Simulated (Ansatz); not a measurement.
## NaCrO2 (R-3m, No. 166; cell taken from a computed entry)

Computed with HSE06 (Ansatz, a first-principles code, PAW).

Numerical settings: plane-wave cutoff 500 eV, 8×8×8 k mesh, gaussian smearing 0.02 eV, spin-polarised start, scalar-relativistic PAW data made under PBE.

Cell (relaxed with PBEsol):

```yaml
crystal:
  lattice:
    - [1.49185, 0.86132, 5.25336]
    - [-1.49185, 0.86132, 5.25336]
    - [0.00000, -1.72264, 5.25336]
  atoms:
    - { symbol: Na, position: [0.50000, 0.50000, 0.50000] }
    - { symbol: Cr, position: [0.00000, 0.00000, 0.00000] }
    - { symbol: O, position: [0.26827, 0.26827, 0.26827] }
    - { symbol: O, position: [0.73173, 0.73173, 0.73173] }
```

```yaml
band_gap: 4.44 eV (on the SCF k mesh)
```

Note: the magnetic order was assumed, not searched for or taken from measurement; cell and atoms aren't relaxed at this level (pressure 1.1 GPa).

The computed numbers hold no vibrational or temperature effects.
